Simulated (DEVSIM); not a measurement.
Device: abrupt Si p-n junction, at 350 K.

```csv
layer (left to right),material,thickness (μm),Nd (cm⁻³),Na (cm⁻³),τn (s),τp (s)
1,Si,40.0,-,1.3e16,0.00029,0.00029
2,Si,3.00,6.8e14,-,0.00029,0.00029
```

Left contact: ohmic. Right contact: ohmic. Voltage is applied to the left contact. Recombination: SRH at mid-gap, radiative, Auger. Mobility is constant in doping.

This is a model device: material constants are rounded textbook-type values typed into the input, and sizes, dopings and lifetimes were drawn at random. Values at 300 K; Nc and Nv go as T^1.5, mobilities as T to minus their exponent, the gap by Varshni's rule with the affinity fixed.

| parameter | Si |
|---|---|
| gap (eV) | 1.124 |
| affinity (eV) | 4.05 |
| permittivity | 11.7 |
| Nc (cm⁻³) | 2.86e19 |
| Nv (cm⁻³) | 3.1e19 |
| μn (cm²/Vs) | 1417 |
| μp (cm²/Vs) | 470 |
| T exponent of μn | 2.3 |
| T exponent of μp | 2.2 |
| B (cm³/s) | 4.7e-15 |
| Cn (cm⁶/s) | 2.8e-31 |
| Cp (cm⁶/s) | 9.9e-32 |
| Varshni α (eV/K) | 0.000473 |
| Varshni β (K) | 636 |

DEVSIM, 1D drift-diffusion, Boltzmann statistics, complete ionisation; no tunnelling, impact ionisation, image-force lowering or self-heating.

The thickness of layer 1 was swept, all else fixed.

```tsv
thickness of layer 1 (μm)	dark forward voltage at 1 A/cm² (V)
8	0.413
14	0.415
24	0.417
40	0.420
68	0.425
120	0.432
200	0.443
```

From the first row to the last the dark forward voltage at 1 A/cm² goes from 0.413 to 0.443.
